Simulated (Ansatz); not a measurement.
# Effect of isotropic strain −4.41 % on Sr

Base system: Sr in the fcc (Cu type) structure (space group Fm-3m, No. 225; a = 6.1048 Å; relaxed with 0.1 eV smearing).

Perturbation: every lattice vector is shortened by 4.41 %, atoms relaxed at fixed cell.

Method: r2SCAN (Ansatz, a quantum-chemistry and plane-wave program; PAW; 500 eV plane waves; no spin-orbit coupling), earlier PAW set. Γ-centred 19×19×19 mesh, Fermi–Dirac width 0.1 eV.

The volume per atom falls by 7.20 Å³ (56.88 Å³ → 49.68 Å³) and the space group stays Fm-3m (No. 225). The shortest interatomic distance shrinks by 0.1904 Å, from 4.317 Å to 4.126 Å and the energy increases by 41 meV/atom. The pressure goes from zero to 2.0 GPa and the band gap is still zero.

Stability against distortions was not tested.
